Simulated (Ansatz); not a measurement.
Defect migration in zinc-blende GaAs: interstitial Na, charge state +1. Method: PBE, PAW (plane waves to 420 eV; Ansatz, a quantum-chemistry and plane-wave program).

64-site cell at the relaxed PBE lattice, one k-point at (0.250, 0.250, 0.250), smearing 0.05 eV, spin-restricted, no finite-size correction. Energies are static. PBE gaps are too small, and in this host the defect's levels may merge with the bands. The charge state is imposed; whether it is stable for some Fermi level was not computed. Sites that were not tried may lie lower.

Barriers: single points on a 2×2×2 k-point mesh shifted by half a step at the bands' geometries.

The step: Na moves alone to another site. Atoms about the jump, Cartesian Å from the middle of the jump, before and after:

```
atom     x0     y0     z0     x1     y1     z1
----  -----  -----  -----  -----  -----  -----
Na1   -0.72  -0.72  -0.72   0.72   0.72   0.72
As2   -0.71   2.18  -0.71  -0.79   2.21  -0.79
As3    2.18  -0.72  -0.72   2.22  -0.79  -0.79
As4   -0.71  -0.71   2.18  -0.79  -0.79   2.22
Ga5    0.82   0.83  -2.26   0.71   0.71  -2.24
Ga6   -2.27   0.83   0.83  -2.24   0.71   0.71
Ga7    0.82  -2.26   0.82   0.71  -2.24   0.71
```

### Question
Predict the transition state.

### Answer

```json
[
 {"atom": "Na1", "x": "0.03", "y": "0.04", "z": "0.04"},
 {"atom": "As2", "x": "-0.80", "y": "2.29", "z": "-0.80"},
 {"atom": "As3", "x": "2.28", "y": "-0.79", "z": "-0.79"},
 {"atom": "As4", "x": "-0.80", "y": "-0.79", "z": "2.29"},
 {"atom": "Ga5", "x": "0.81", "y": "0.82", "z": "-2.35"},
 {"atom": "Ga6", "x": "-2.36", "y": "0.82", "z": "0.81"},
 {"atom": "Ga7", "x": "0.81", "y": "-2.35", "z": "0.82"}
]
```
It lies 0.89 eV above the start and 0.76 eV above the end. The saddle point's order was not checked, and it lies on a symmetry element of the cell, where a band can be held.
